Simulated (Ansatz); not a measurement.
Band structure of RbMg6Cu (Amm2, 8 atoms in the cell).

```
CELL_PARAMETERS angstrom
      5.26295     0.00000     0.00000
      0.00000     3.26290     5.87026
      0.00000    -3.26290     5.87026
ATOMIC_POSITIONS crystal
  Rb 0.50000 0.66741 0.66741
  Mg 0.50000 0.67244 0.16324
  Mg 0.50000 0.16324 0.67244
  Mg 0.00000 0.85620 0.30714
  Mg 0.00000 0.30714 0.85620
  Mg 0.00000 0.32646 0.32646
  Mg 0.00000 0.84616 0.84616
  Cu 0.50000 0.16094 0.16094
```

Level of theory: PBEsol, PAW files made with PBE (plane waves; Ansatz, an electronic-structure program).

Settings: kpoints.mp_grid.grid = 4 3 3; hamiltonian.xc = pbesol; hamiltonian.pseudopotentials = {kind: paw} (the program's default PAW files); scf.occupations.method = fermi_dirac; scf.occupations.width = 0.1 eV; kpoints.band_path.npoints = 8.

The starting cell comes from a database of computed structures (which also holds hypothetical and non-ambient phases and stackings), without a prior relaxation at this level. Spin polarisation is off.

Levels in eV from the Fermi level, bands 41 to 48:
```csv
point,41,42,43,44,45,46,47,48
Γ,-1.74,-1.31,-1.03,-0.90,-0.76,0.07,1.96,2.47
X,-0.68,-0.29,-0.25,-0.11,0.03,0.61,0.93,1.24
S,-2.09,-0.51,0.11,0.36,0.49,0.89,1.14,1.28
R,-2.23,-2.10,-1.01,-1.00,-0.55,1.61,1.71,2.18
A,-2.25,-2.17,-1.99,0.47,0.58,0.86,1.20,1.47
Z,-1.15,-1.11,-0.81,-0.78,-0.53,-0.40,-0.26,0.45
Y,-2.19,-0.48,0.02,0.21,0.52,1.05,1.32,1.74
X1,-0.68,-0.29,-0.25,-0.11,0.03,0.61,0.93,1.24
A1,-2.25,-2.17,-1.99,0.47,0.58,0.86,1.20,1.47
T,-2.22,-1.54,-1.13,-0.75,-0.66,1.99,2.02,2.15
```

Bands cross the Fermi level along this path, so the cell is metallic at this level.

Keys are those of Ansatz 0.2.
